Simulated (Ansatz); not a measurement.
Results of PBE (Ansatz, an electronic-structure program, plane waves, PAW) for BaHfO3 (Pm-3m, No. 221, 5 atoms in the cell; start mp-998552).

Settings: plane-wave cutoff 520 eV, 8×8×8 k mesh, scalar-relativistic PAW data made under PBE.

Cell (relaxed at this level):

```xyz
5
Lattice="4.2062 0.0000 0.0000 0.0000 4.2062 0.0000 0.0000 0.0000 4.2063" Properties=species:S:1:pos:R:3 pbc="T T T"
Ba     2.1031     2.1031     4.1978
Hf     0.0000     0.0000     2.0947
O      0.0000     2.1031     2.0949
O      2.1031     0.0000     2.0949
O      0.0000     0.0000     4.1980
```

**Question.** What does this level give for the Voigt–Reuss–Hill bulk modulus, polycrystal shear modulus (Hill average), Young modulus and Poisson ratio?

**Answer.** 
- Voigt–Reuss–Hill bulk modulus = 155 GPa
- polycrystal shear modulus (Hill average) = 99.0 GPa
- Young modulus = 245 GPa
- Poisson ratio = 0.237

Note: the relaxation could not lower the start's symmetry, so the cell can be a saddle point above a distorted one.

Elastic constants are with the ions relaxed.

Spin–orbit coupling is not included.

The computed numbers hold no vibrational or temperature effects.

A start named mp-… is a Materials Project structure, which need not be a measured phase.
